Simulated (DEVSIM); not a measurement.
System: GaP/Si n-p heterojunction, at 300 K.

```csv
layer (left to right),material,thickness (μm),Nd (cm⁻³),Na (cm⁻³),τn (s),τp (s)
1,GaP,0.120,8.3e16,-,2.8e-6,2.8e-6
2,Si,0.130,-,1.9e16,2.8e-6,2.8e-6
```

Left contact: ohmic. Right contact: ohmic. Voltage is applied to the left contact. Recombination: SRH at mid-gap, radiative. Mobility is constant in doping.

This is a model device: material constants are rounded textbook-type values typed into the input, and sizes, dopings and lifetimes were drawn at random. Values at 300 K; Nc and Nv go as T^1.5, mobilities as T to minus their exponent, the gap by Varshni's rule with the affinity fixed.

| parameter | GaP | Si |
|---|---|---|
| gap (eV) | 2.26 | 1.124 |
| affinity (eV) | 3.8 | 4.05 |
| permittivity | 11.1 | 11.7 |
| Nc (cm⁻³) | 1.8e19 | 2.86e19 |
| Nv (cm⁻³) | 1.9e19 | 3.1e19 |
| μn (cm²/Vs) | 250 | 1417 |
| μp (cm²/Vs) | 150 | 470 |
| T exponent of μn | 1.6 | 2.3 |
| T exponent of μp | 1.98 | 2.2 |
| B (cm³/s) | 1e-13 | 4.7e-15 |
| Varshni α (eV/K) | 0.00058 | 0.000473 |
| Varshni β (K) | 372 | 636 |

Model (solved in DEVSIM): 1D drift-diffusion, Boltzmann statistics, complete ionisation; no tunnelling, impact ionisation, image-force lowering or self-heating. Band offsets follow the typed affinities; no thermionic-emission limit at abrupt steps, no polarisation charge.

The temperature was swept, all else fixed.

```
temperature (K)  largest field in the device at zero bias (V/cm)  potential step across the device at zero bias (V)  dark forward voltage at 100 A/cm² (V)
---------------  -----------------------------------------------  -------------------------------------------------  -------------------------------------
250                                                        87000                                              1.123                                  0.764
300                                                        83000                                              1.044                                  0.632
350                                                        80000                                              0.961                                  0.507
400                                                        78000                                              0.876                                  0.388
450                                                        75000                                              0.789                                  0.269
500                                                        73000                                              0.699                                      ?
```

Q: Some entries are withheld; supply them.

A: 
- 500, dark forward voltage at 100 A/cm² (V): 0.153
